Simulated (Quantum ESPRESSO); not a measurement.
# Pressure against volume in zinc-blende BP (space group 216) (Quantum ESPRESSO, PBE)

```
CELL_PARAMETERS angstrom
      0.00000     2.22964     2.22964
      2.22964     0.00000     2.22964
      2.22964     2.22964     0.00000
ATOMIC_POSITIONS crystal
  B  0.00000 0.00000 0.00000
  P  0.75000 0.75000 0.75000
```

Method of the run: PBE, PSlibrary PAW (PBE) pseudopotentials (plane waves; Quantum ESPRESSO). Settings: ecutwfc = 65 Ry; ecutrho = 455 Ry; occupations = smearing; smearing = fermi-dirac; degauss = 0.000734986 Ry; potentials = {B: B.pbe-n-kjpaw_psl.1.0.0.UPF, P: P.pbe-n-kjpaw_psl.1.0.0.UPF}; K_POINTS = automatic 12 12 12 0 0 0; conv_thr = 1e-10 Ry; mixing_beta = 0.7. The cell above is the first row's. The rows scale it uniformly. In all rows fractional positions and the k mesh are held.

```csv
V (Å^3/atom),P (GPa)
11.084,10.91
11.325,6.73
11.566,2.93
11.807,-0.50
12.048,-3.62
12.289,-6.44
12.530,-8.99
12.771,-11.30
13.012,?
```

Taking a cubic for P over the 8 complete rows: With u = V - 11.9, the rows have u = -0.8160, -0.5750, -0.3340, -0.0930, 0.1480, 0.3890, 0.6300, 0.8710. Least squares gives P = -1.745 - 13.0672·u + 2.7075·u² - 0.3464·u³. Residuals (row less fit): 0.001, 0.000, -0.004, 0.006, 0.001, -0.001, -0.001, 0.001; standard error 0.004 (degrees of freedom: 4). The fitted pressure is zero at V0 = 11.77, where dP/dV = -13.79, so B0 = -V0·dP/dV = 162 GPa.

### Question
Estimate the missing P (V = 13.012); what did the run itself give?

### Answer
u = 1.1120, so P = -1.745 - 13.0672 × 1.1120 + 2.7075 × 1.1120² - 0.3464 × 1.1120³ = -13.404 GPa. The calculation gives -13.39 GPa, 0.014 GPa above the prediction (0.1 % of the range of P in the table). The row lies outside the fitted rows, so this is an extrapolation. From the scatter of the fitted rows alone, a prediction at this place has a standard error of 0.010 GPa, so the miss is 1.3 times that.

Carrying the step between the two nearest rows on in a straight line would have given -13.61, off by 0.22; series whose last step already gives the withheld value aren't shown. The scan was laid around a cell of about the measured size, scaled by a guess for this functional. The runs keep the symmetry of the cell, so they don't test it for distortions. Cutoffs and mesh are single choices, not tested for convergence of this quantity. Series with a scatter that would blur these digits, or in which a gap closes, are not shown.
